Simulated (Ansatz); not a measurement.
**YIr₂ (Fd-3m, No. 227)**

All values below come from LDA in Ansatz (plane waves, PAW).

Run with plane-wave cutoff 500 eV, 14×14×14 k mesh, Fermi–Dirac smearing 0.1 eV, no spin polarisation, scalar-relativistic PAW data made under PBE.

Cell: relaxed at this level.

- volume per atom = 17.20 Å³/atom
- lattice parameter a = 7.445 Å
- band gap = zero (no gap)

Spin–orbit coupling is not included.

Computed values are for the static lattice.

Ansatz is a program for electronic structure.
